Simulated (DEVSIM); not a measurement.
Structure: TaN/SiO2/p-Ge capacitor, at 300 K.

Layer 1 from the left is SiO2, thickness (nm) 54.0. Layer 2 from the left is Ge, thickness (nm) 6200, Na (cm⁻³) 9.2e15.

Metal gate on the left, work function 4.4 eV. Fixed charge at the semiconductor interface 0 cm⁻² (in units of +e); no interface traps.

This is a model device: material constants are rounded textbook-type values typed into the input, and sizes, dopings and lifetimes were drawn at random. Values at 300 K.

SiO2: gap (eV) 9, affinity (eV) 0.9, permittivity 3.9. Ge: gap (eV) 0.664, affinity (eV) 4, permittivity 16, Nc (cm⁻³) 1.04e19, Nv (cm⁻³) 6e18.

Question: Estimate by hand the flat-band voltage, the threshold voltage, and compare with a numerical solution.

Answer: 
- Flat-band voltage: C = 0.0639 μF/cm², work-function difference -0.096 V; VFB = φms − qNf/C = -0.10 V; numerical -0.10 V.
- Threshold voltage: φF = 0.157 V, depletion charge √(4εqNφF) = 3.63e-8 C/cm²; VT = VFB + 2φF + Qd/C = 0.79 V; numerical 0.79 V.

Model (solved in DEVSIM): 1D Poisson equation in equilibrium, Boltzmann statistics, complete ionisation; no quantum confinement or tunnelling. Metal contacts follow the ideal Schottky-Mott rule: no Fermi-level pinning, no interface dipoles.
